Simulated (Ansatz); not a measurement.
The parent structure is GaSb in the zinc blende structure (space group F-43m, No. 216).

```
CELL_PARAMETERS angstrom
      0.00000     3.06618     3.06618
      3.06618     0.00000     3.06618
      3.06618     3.06618     0.00000
ATOMIC_POSITIONS crystal
  Ga 0.00000 0.00000 0.00000
  Sb 0.25000 0.25000 0.25000
```

Cartesian axes are those of the cell as printed.

Level of theory: r2SCAN (Ansatz, a program for electronic structure), spin-orbit coupling left out.

For the base:

The valley order is Γ 0.41 eV; L along ⟨111⟩ 0.68 eV; a point along ⟨100⟩, about 0.9 Å⁻¹ from Γ 1.10 eV.

The change: the cell is stretched by 1.50 % along z with no lateral relaxation, atoms relaxed at fixed cell.

Task: Estimate the effect on the valley order and energy relative to the base.

Result: The valley order (the lowest conduction-band minima on the path, energy above the VBM, named in the base's zone) goes from Γ 0.41 eV; L along ⟨111⟩ 0.68 eV; a point along ⟨100⟩, about 0.9 Å⁻¹ from Γ 1.10 eV to Γ 0.27 eV; L along [111] 0.61 eV; a point along [010], about 0.9 Å⁻¹ from Γ 1.04 eV; a point along [001], about 0.9 Å⁻¹ from Γ 1.17 eV; the energy goes up by 1.7 meV/atom.

With Sb present, leaving out spin-orbit coupling can change the band edges. The levels and masses belong to the bands next to the band gap. The cells carry an imposed strain or load. Stability against distortions was not tested.
